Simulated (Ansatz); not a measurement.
An Ansatz (a quantum-chemistry and plane-wave program) run: a single point on SnSe2, its geometry relaxed with PBEsol-D3(BJ); r2SCAN, PAW, 500 eV (Ansatz; spin-orbit coupling left out), earlier PAW set.

Input:

Ansatz 0.2 input:
```yaml
crystal:
  lattice:
    - [3.7935446332, 0, 0]
    - [-1.8967723166, 3.2853060228, 0]
    - [0, 0, 5.7424884938]
  atoms:
    - { symbol: Sn, position: [0, 0, 0] }
    - { symbol: Se, position: [0.3333333333, 0.6666666667, 0.2760758365] }
    - { symbol: Se, position: [0.6666666667, 0.3333333333, 0.7239241635] }
basis: { ecutwfc: 500, ecutrho_ratio: 4, xc_grid: 4, fft_grid_basis: typed }
kpoints: { mp_grid: { grid: [10, 10, 6] } }
hamiltonian:
  xc: r2scan
  dispersion: none
  pseudopotentials: { azcp: { folder: ./paw }, kind: paw }
scf: { occupations: { method: fermi_dirac, width: 0.05 }, convergence: { dr2_threshold: 0.0000000003 } }
output: { forces: true, stress: true }
checkpoint: { write: state.ck, write_every: 1000 }
```

Output (explanatory and most iteration lines left out):

```
Pseudopotential: Sn, paw, valence charge 14
Pseudopotential: Se, paw, valence charge 16
Crystal: 3 atoms, lattice volume = 71.568 Å³
Basis set: ecut = 500 eV, 1785 PW (Γ), exchange–correlation on 120×120×180 points (64 copies of the dense FFT grid, shifted against one another)
Bands: 27, of which v1, the nominal top of the filled ones, is band 23 counted from 1 (22 counted from 0)
Symmetry: 12 space group operations
Space group: P-3m1 (ITA 164), of the structure as read, at distance tolerance 4.2e-5 Å
k-points: 72 of 600
Functional: x = r2scan, c = r2scan; τ floored in thin density (d = 2e-4 eV/Å³)
SCF iter   1: F=—  HF=-16996.298604 eV  |F-HF|=—  |Δ(HF+E_count)|=         —  Δρ=3.46e-2  dr2=1.28e0  dr2_τ=7.46e-3  ethr=2.78e-3  ⟨swp⟩=1.0  Hψ=11372  notcnv=0
SCF iter   2: F=—  HF=-16996.130209 eV  |F-HF|=—  |Δ(HF+E_count)|=   1.68e-1  Δρ=1.94e-2  dr2=2.50e-1  dr2_τ=2.26e-3  ethr=2.78e-3  ⟨swp⟩=2.2  Hψ=2546  notcnv=0
SCF 1 converged in 10 iterations: F = -16996.108595 eV  dr2 = 1.06e-10
SCF converged after 10 iterations
Free energy (F): -16996.108595 eV
Internal energy: -16996.108349 eV  (E = F + TS)
E sigma→0 (E₀):  -16996.108472 eV
Entropy (-TS):   -0.000246 eV (-0.082 meV/atom)
Fermi energy:    9.383374 eV
--- Forces (eV/Å), atoms counted from 1 ---
  atom   1  Sn    -0.00000000     0.00000000     0.00000000
  atom   2  Se    -0.00000000    -0.00000000    -0.29991308
  atom   3  Se     0.00000000     0.00000000     0.29991308
--- Stress (GPa, compression-positive) ---
        3.900331       0.000000       0.000000
        0.000000       3.900331      -0.000000
        0.000000      -0.000000       3.951532
  P = ⅓ Tr σ = 3.9174 GPa (39.174 kbar)
```

Single points use the geometry relaxed with PBEsol-D3(BJ). No phonon test of stability was made. The cell is SnSe$_{2}$ in the CdI2 type structure (space group P-3m1, No. 164; layered, stacked along the Cartesian z axis).
